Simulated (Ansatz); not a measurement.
Consider the energy of one form of ZnS over another. The value is E(A) − E(B), in meV per atom.

A: ZnS (wurtzite, P6₃mc), 4 atoms in the cell, k-point mesh 12×12×6 on the run's own vectors.
Space group P6₃mc (No. 186); a = b = 3.845 Å, c = 6.305 Å, α = β = 90.00°, γ = 120.00°

| atom | site | symmetry | x | y | z |
|---|---|---|---|---|---|
| Zn | 2b | 3m. | 0.3333 | 0.6667 | 0.0003 |
| S | 2b | 3m. | 0.3333 | 0.6667 | 0.3747 |

B: ZnS (zinc blende, F-43m), 2 atoms in the cell, k-point mesh 12×12×12 on the run's own vectors.
```cif
data_SZn
_chemical_formula_sum 'Zn1 S1'
_space_group_name_H-M_alt 'P 1'
_space_group_IT_number 1
_cell_length_a 3.84890
_cell_length_b 3.84890
_cell_length_c 3.84890
_cell_angle_alpha 60.000
_cell_angle_beta 60.000
_cell_angle_gamma 60.000
loop_
_space_group_symop_operation_xyz
  'x, y, z'
loop_
_atom_site_label
_atom_site_type_symbol
_atom_site_fract_x
_atom_site_fract_y
_atom_site_fract_z
_atom_site_occupancy
Zn1 Zn 0.00000 0.00000 0.00000 1
S1 S 0.25000 0.25000 0.25000 1
```

All numbers come from Ansatz (a program for electronic structure), plane waves with PAW, its PAW set soft_1, cutoff 420 eV, 500 eV for r2SCAN. The structures are at rest with PBE; other levels are single points on them. HSE06 runs on coarser k-point meshes, mended by the PBE difference between the two meshes. Neutral cells; Fermi-Dirac smearing of at most 0.05 eV in the solids, energies taken to zero width. The lattices are those relaxed with PBE, so at other levels the solids can be strained, which adds to the spread. A dispersion term (D3(BJ), or D4 for r2SCAN) was computed beside these levels and is taken off wherever the name lacks it. No zero-point or thermal terms.

What value does HSE06 give?

1 meV/atom for A less B, too close to call.

How does the value move with the functional?


```
Method  value (meV/atom)  less HSE06
------  ----------------  ----------
r2SCAN                 2           1
```

The levels span only 1 meV/atom, too little to tell them apart.
